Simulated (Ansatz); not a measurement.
Reference: SrC₂ (I4/mmm), PBEsol, rigid bands (plane waves, PAW, scalar-relativistic; Ansatz, a first-principles code); geometry: cell and atoms relaxed with PBEsol.

```
SrC2
1.0
   -2.02499     2.02499     3.37218
    2.02499    -2.02499     3.37218
    2.02499     2.02499    -3.37218
Sr C
1 2
Cartesian
  0.00000   0.00000   0.00000
  0.00000   0.00000   2.74216
  0.00000   0.00000   4.00221
```

The band gap comes out as 1.42 eV, the electron conductivity mass is 0.47 mₑ and the hole conductivity mass comes out as 2.8 mₑ. The Seebeck coefficient, n-type 1e19 cm⁻³ comes out as -281 μV/K.

Problem. Replace Sr by Ca on the same sites and relax. What happens?

Solution. CaC2 (I4/mmm): volume per atom 18.4 to 15.4 Å³; band gap falls (1.42 eV to 1.05 eV); electron conductivity mass falls (0.47 mₑ to 0.44 mₑ); hole conductivity mass falls (2.8 mₑ to 2.6 mₑ); Seebeck coefficient, n-type 1e19 cm⁻³ stays about the same (-281 μV/K to -276 μV/K).

Moves up to 5 % count as about the same. Masses are for dilute carriers at 300 K, harmonic means over directions unless an axis is named. Seebeck coefficients are for the stated density at 300 K, with one relaxation time for all states and whether or not that doping can be reached. Spin-orbit coupling is left out.

Formula and space group known from diffraction (Crystallography Open Database), not checked to be the room-temperature form: SrC2 (I4/mmm). Computed structure with no diffraction record at hand here (it may be known, metastable or hypothetical): CaC2 (I4/mmm).
